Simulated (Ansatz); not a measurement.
The starting structures come from a database of crystals and need not be the phases stable at ambient conditions.

By PBEsol, the system below comes out a metal.

Without scattering a metal conducts by its projected Fermi surface.

Consider the following.

```
CELL_PARAMETERS angstrom
      4.93996     0.00000     0.00000
      0.00000     4.93996     0.00000
      0.00000     0.00000     4.93996
ATOMIC_POSITIONS crystal
  Ge 0.00000 0.00000 0.00000
  Ge 0.50000 0.50000 0.50000
  Mo 0.75000 0.00000 0.50000
  Mo 0.25000 0.00000 0.50000
  Mo 0.50000 0.25000 0.00000
  Mo 0.50000 0.75000 0.00000
  Mo 0.00000 0.50000 0.75000
  Mo 0.00000 0.50000 0.25000
```

Space group of this cell: Pm-3n, A15 (Cr3Si type). The cell is taken as given; by PBEsol its mean pressure is -4.9 GPa.

The current flows along the normal of the first two printed cell vectors, the (001) plane of the conventional cell. No spin-orbit coupling; the value is a mean over 0.1 eV about the Fermi level.

Problem. Compute, with Ansatz (a first-principles code) with PBEsol, the ballistic conductance per area.

Solution. 0.81 × 10¹⁵ S/m² for both spins.
